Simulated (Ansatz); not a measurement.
Functionals compared on a constructed model of the (110) surface of bcc V, a pseudomorphic layer of Sn in the host's stacking (bottom of the slab: a bare face, its two planes held), in Ansatz (plane waves, PAW). The structure was relaxed with PBE; the other rows are single points on it. Cutoff 420 eV (500 eV for r2SCAN).

Set-up: 7 atoms, 13.2 Å thick at the start; mesh 15x15x1; 0.1 eV smearing; dipole correction on; 2 atoms held, the rest relaxed; start symmetry kept, larger cells not searched; no spin, no spin-orbit, no U. It is one candidate, not shown to be the stable structure of the face. These notes are the PBE run's.

```tsv
functional	work function of the top face (eV)	rough cost of the single point
PBE	3.81	–
RPBE	3.69	very roughly 80 core-seconds
r2SCAN	3.92	about 110 core-seconds (a rough figure)
```

Ansatz is a quantum-chemistry and plane-wave program.
